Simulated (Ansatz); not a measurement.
## MnGe (model structure, started from the rocksalt type, Fm-3m, No. 225, 2 atoms in the cell)

The numbers are results of r²SCAN (Ansatz, a quantum-chemistry and plane-wave program, PAW), not measurements.

Run with plane-wave cutoff 500 eV, 14×14×14 k mesh, Fermi–Dirac smearing 0.05 eV, spin-polarised with parallel moments, scalar-relativistic PAW data made under PBE.

Cell (relaxed at this level):

```yaml
crystal:
  lattice:
    - [0.00000, 2.55196, 2.55196]
    - [2.55196, 0.00000, 2.55196]
    - [2.55196, 2.55196, 0.00000]
  atoms:
    - { symbol: Ge, position: [0.00000, 0.00000, 0.00000] }
    - { symbol: Mn, position: [0.50000, 0.50000, 0.50000] }
```

```json
{
 "band_gap": "none"
}
```

Note: the magnetic order was assumed, not searched for or taken from measurement; the relaxation could raise the start's symmetry but not lower it, so the cell can be a saddle point.

Spin–orbit coupling is not included.

Computed values are for the static lattice.

It cost very roughly 2.6 core-minutes of CPU time.

A model structure was made by putting elements into a prototype or built by hand; it is no filed structure, need not be a known phase, and can be a saddle point held by its symmetry.
